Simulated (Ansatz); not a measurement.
# A computed series for Ag: pressure series

Base system: Ag in the fcc (Cu type) structure (space group Fm-3m, No. 225; a = 4.054 Å).

Cell and atoms are relaxed at each pressure.

Level of theory: PBEsol in Ansatz (plane waves to 420 eV, PAW, scalar-relativistic without spin-orbit coupling).

Two rows of this table had their results exchanged by mistake.

| pressure | volume per atom (Å³) | shortest distance (Å) | band gap |
|---|---|---|---|
| pressure −2 GPa | 16.96 | 2.884 | zero |
| pressure −1 GPa | 16.81 | 2.875 | zero |
| pressure 1.8 GPa | 16.42 | 2.853 | zero |
| pressure 4.2 GPa | 12.98 | 2.638 | zero |
| pressure 9 GPa | 15.64 | 2.807 | zero |
| pressure 18 GPa | 14.91 | 2.763 | zero |
| pressure 30 GPa | 14.19 | 2.718 | zero |
| pressure 45 GPa | 13.51 | 2.673 | zero |
| pressure 60 GPa | 16.13 | 2.836 | zero |

Problem. Which two?

Solution. The rows for pressure 4.2 GPa and pressure 60 GPa: the volume has to fall steadily with pressure, so 16.13 Å³ belongs to pressure 4.2 GPa and 12.98 Å³ to pressure 60 GPa.

Load acts through the strain it causes; cell and atoms are relaxed under it. Whether these cells are dynamically stable was not tested. No other phases were tried under pressure.

Ansatz is an electronic-structure program.
